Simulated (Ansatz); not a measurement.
The starting structures come from a database of crystals and need not be the phases stable at ambient conditions.

 Where the default PAW files enter, the runs use the earlier of Ansatz's two default sets.

The decay constant κ of evanescent states in the gap governs leakage through a thin film.

Consider the following.

```
CELL_PARAMETERS angstrom
      4.03184     0.00000     0.00000
      0.00000     4.43662     0.00000
      0.00000     0.00000     5.08125
ATOMIC_POSITIONS crystal
  Si 0.50000 0.75000 0.34769
  Si 0.50000 0.25000 0.65231
  Si 0.00000 0.25000 0.15231
  Si 0.00000 0.75000 0.84769
  O  0.73090 0.57997 0.61758
  O  0.26910 0.42003 0.38242
  O  0.76910 0.07997 0.88242
  O  0.23090 0.92003 0.11758
  O  0.23090 0.42003 0.88242
  O  0.76910 0.57997 0.11758
  O  0.26910 0.92003 0.61758
  O  0.73090 0.07997 0.38242
```

Space group of this cell: Pbcn. The cell is strained (lengths across the current scaled by 0.98, ions clamped); by r2SCAN its mean pressure is 3.9 GPa.

Transport runs along the normal of the first two printed cell vectors.

No gap correction and no spin-orbit coupling; mid-gap values are interpolated between computed energies.

**Question.** Estimate the band gap and the smallest decay constant κ at mid-gap that r2SCAN run with Ansatz (an electronic-structure program) returns for this system.

**Answer.** Gap 6.89 eV on a 8×8×6 mesh; κ = 0.428 1/Å, at the zone centre.
